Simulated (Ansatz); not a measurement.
The reference is a 27-atom supercell of Al in the fcc (Cu type) structure (space group Fm-3m, No. 225; a = 4.014 Å) at its relaxed geometry.

Level of theory: Kohn–Sham DFT with the PBEsol functional, run in Ansatz (an electronic-structure program) with PAW and 420 eV plane waves, no spin-orbit coupling, earlier PAW set.

For the base:

```
Property    Value
--------  -------
Pressure  0.0 GPa
```

Perturbation: one Li atom is added in an open site, starting 1.74 Å from the nearest host atom, atoms relaxed at fixed cell, starting from a slightly rattled geometry.

### Question
What happens to the pressure?

### Answer
The pressure goes from zero to 4.0 GPa.

### Question
What happens to the largest displacement of a host atom from its site in the perfect cell?

### Answer
The largest displacement of a host atom from its site in the perfect cell comes out as 0.25 Å.

### Question
Estimate the effect on the final site of the added atom.

### Answer
The final site of the added atom comes out as 6 Al at 2.25 Å (octahedral).

In so small a cell the defect repeats every few ångströms: this is an ordered compound, not a dilute defect. The defect cell is not spin-polarised.
